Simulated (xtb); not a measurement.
xtb 6.7.1, GFN2-xTB: C[C](C)SC(C)(C)C, charge 0, multiplicity 2, 23 atoms. The geometry is a generated start, not checked to be a minimum at this level.

- method: GFN2-xTB
- --acc: 1 (default)
- --etemp (K): 300 (default)
- detailed input (--input): none: ANC optimiser, Lindh (1995) Hessian, microcycle=20, maxdispl=1.0, hlow=0.01 (default)
- basis functions: 53
- valence electrons: 49

```xyz
23

C      2.6077     1.4031    -0.1243
C      1.6453     0.3078     0.1821
C      2.0804    -1.0991    -0.0432
S      0.2639     0.7084     1.1091
C     -1.2519     0.0031     0.2060
C     -1.1659     0.4317    -1.2483
C     -1.3178    -1.5081     0.3515
C     -2.4283     0.6625     0.9118
H      2.1150     2.3709    -0.0723
H      3.0288     1.2673    -1.1234
H      3.4461     1.4100     0.5826
H      3.1635    -1.1744     0.0678
H      1.8381    -1.4445    -1.0547
H      1.6097    -1.7765     0.6660
H     -2.0471     0.0900    -1.7900
H     -1.1123     1.5158    -1.3227
H     -0.2812     0.0116    -1.7225
H     -1.2399    -1.7922     1.3987
H     -2.2704    -1.8716    -0.0325
H     -0.5211    -1.9921    -0.2047
H     -3.3634     0.3637     0.4408
H     -2.4547     0.3672     1.9583
H     -2.3444     1.7455     0.8641
```

Charge 0 and multiplicity 2 are set for this test and not shown to be the ground state. GFN-xTB has no spin term: --uhf 1 sets the occupations alone.

The structure is relaxed from this start with --opt LEVEL for the levels crude, sloppy, loose, lax, normal, tight, vtight, extreme, once each. Up to the end of the extreme run atoms move by at most 0.22 Å along an axis.

Task: Choose the cheapest level whose final energy lies within 1 meV of that of extreme.

Result: normal: 11 cycles against 28, ending 0.17 meV above.

| level | cycles | energy above the extreme run (meV) | gradient norm (eV/Å) |
|---|---|---|---|
| crude | 1 | 3.6 | 0.13 |
| sloppy | 1 | 3.6 | 0.13 |
| loose | 1 | 3.6 | 0.13 |
| lax | 2 | 3.1 | 0.063 |
| normal | 11 | 0.17 | 0.030 |
| tight | 17 | 0.047 | 0.0076 |
| vtight | 22 | under 0.01 | 0.0052 |
| extreme | 28 | — | 0.0010 |
